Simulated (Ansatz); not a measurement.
Consider the energy of the reaction as written. Reaction: cell B → cell A. A negative value means that the right-hand side lies lower.

Cell A: a sheet of composition Ru, 1 atom, square cell of 2.38 Å (5.7 Å²), symmetry P4/mmm, 0.0 Å thick under 16 Å of vacuum, in-plane vectors relaxed; planes from bottom to top: Ru; a model cell; spin state with PBE: no moments, k-point mesh 24×24×1.
```yaml
crystal:
  lattice:
    - [2.38104, 0.00000, 0.00000]
    - [0.00000, 2.38104, 0.00000]
    - [0.00000, 0.00000, 16.00000]
  atoms:
    - { symbol: Ru, position: [0.00000, 0.00000, 0.50000] }
```

Cell B: a sheet of composition Ru, 1 atom, hexagonal cell of 2.54 Å (5.6 Å²), symmetry P6/mmm, 0.0 Å thick under 16 Å of vacuum, in-plane vectors relaxed; planes from bottom to top: Ru; a model cell; spin state with PBE: net moment 1.0 μB a cell, k-point mesh 30×30×1.
```
CELL_PARAMETERS angstrom
      2.54226     0.00000     0.00000
     -1.27113     2.20167     0.00000
      0.00000     0.00000    16.00000
ATOMIC_POSITIONS crystal
  Ru 0.00000 0.00000 0.50000
```

All numbers come from Ansatz (a quantum-chemistry and plane-wave program), plane waves with PAW, its PAW set soft_1, cutoff 420 eV. The structures are at rest with PBE. Neutral cells; Fermi-Dirac smearing of at most 0.10 eV in the solids, energies taken to zero width. A dispersion term (D3(BJ), or D4 for r2SCAN) was computed beside these levels and is taken off wherever the name lacks it. No zero-point or thermal terms. Spin states are those reached from the starting moments, not proven ground states. Cell A has symmetry P4/mmm and got no random move, so less symmetric positions, which may lie lower, weren't tried. Cell B has symmetry P6/mmm and got no random move, so less symmetric positions, which may lie lower, weren't tried.

Predict the value from PBE.

0.03 eV, for cell B → cell A.
